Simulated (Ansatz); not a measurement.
Take HfO₂ (space group P2_1/c, No. 14; a = 5.114 Å, b = 5.182 Å, c = 5.296 Å, α = γ = 90.00°, β = 99.46°) as the base.

Method: Kohn–Sham DFT with the r2SCAN functional, run in Ansatz (an electronic-structure program) with PAW and 500 eV plane waves, no SOC, earlier PAW set.

For the base:

* **Volume per atom**: 11.54 Å³

One thing is altered: every O is replaced by F, then cell and atoms are relaxed.

Tabulated Pauling electronegativity and covalent radius: O 3.44, 0.66 Å; F 3.98, 0.57 Å.

Problem. Predict the new volume per atom.

Solution. The volume per atom goes up by 1.388 Å³ (11.54 Å³ → 12.92 Å³).

No phonon test of stability was made. As relaxed here, HfF2 is a hypothetical phase, not in the database extracts checked.
